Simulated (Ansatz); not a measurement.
Start from TiC in the rock salt structure (space group Fm-3m, No. 225; a = 4.261 Å; relaxed with 0.1 eV smearing). Axes: x, y, z lie along the cube axes.

The values are results of LDA, PAW, 420 eV (Ansatz, a quantum-chemistry and plane-wave program; spin-orbit coupling left out), not measurements.

Base values:

The pressure is 0.0 GPa and the shortest interatomic distance comes out as 2.130 Å.

One thing is altered: biaxial strain −1.67 %, plane normal [111], relaxed out of plane (Cartesian); in-plane vectors clamped, the third vector and the atoms free.

### Question
Predict the new pressure, shortest interatomic distance and energy relative to the base.

### Answer
The pressure (mean of the normal stresses, compression positive) goes from zero to 6.9 GPa; the shortest interatomic distance shrinks by 0.016 Å to 2.114 Å; the energy rises by 10 meV/atom.

Whether these cells are dynamically stable was not tested. All final runs are without spin polarisation.
